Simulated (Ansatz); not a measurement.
Take MgTe in the wurtzite structure (space group P6_3mc, No. 186; a = 4.5089 Å, c = 7.3377 Å) as the base. Axes: x lies along a and z along c of the hexagonal cell.

Level of theory: Ansatz (a program for electronic structure) LDA, without spin-orbit coupling.

It is then changed as follows: compressive biaxial strain of 0.60 % in the plane normal to [001], as in epitaxy on a mismatched substrate; the out-of-plane cell vector and the atoms relax.

Q: What happens to the in-plane stress and out-of-plane strain?

A: The mean in-plane stress (compression positive) is +0.4 GPa; the out-of-plane strain is +0.56 %.

Whether these cells are dynamically stable was not tested.
